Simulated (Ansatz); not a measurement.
**A computed series for C: pressure series**

The reference is C in the graphite type structure (space group P6_3/mmc, No. 194; a = 2.458 Å, c = 6.563 Å; layered, stacked along the Cartesian z axis).

Cell and atoms are relaxed at each pressure.

Level of theory: PBEsol-D3(BJ) (Ansatz, a quantum-chemistry and plane-wave program, PAW, no SOC).

```json
[
 {"P (GPa)": "-2.00", "V (Å³/atom)": "9.720"},
 {"P (GPa)": "-1.00", "V (Å³/atom)": "8.901"},
 {"P (GPa)": "0.29", "V (Å³/atom)": "8.520"},
 {"P (GPa)": "0.70", "V (Å³/atom)": "8.433"},
 {"P (GPa)": "1.50", "V (Å³/atom)": "8.289"},
 {"P (GPa)": "3.00", "V (Å³/atom)": "8.077"},
 {"P (GPa)": "4.99", "V (Å³/atom)": "7.862"},
 {"P (GPa)": "7.50", "V (Å³/atom)": "7.648"},
 {"P (GPa)": "9.99", "V (Å³/atom)": "7.476"}
]
```

**Question.** Fit a third-order Birch–Murnaghan equation of state.

**Answer.** Least squares on P(V) = (3B₀/2)[(V₀/V)^(7/3) − (V₀/V)^(5/3)]·[1 + (3/4)(B₀′ − 4)((V₀/V)^(2/3) − 1)] gives V₀ = 8.58 Å³/atom, B₀ = 36 GPa and B₀′ = 11.3.

Measured bulk modulus of C: 33.8 GPa (room temperature; as listed in Wengen Ouyang et al., Journal of Chemical Theory and Computation (2019)); the computed value is for a static lattice, so the two differ by thermal effects too.

A case with no gap was solved on a k-mesh chosen for an insulator, which is coarse for it. Load acts through the strain it causes; cell and atoms are relaxed under it. Whether these cells are dynamically stable was not tested. No other phases were tried under pressure.
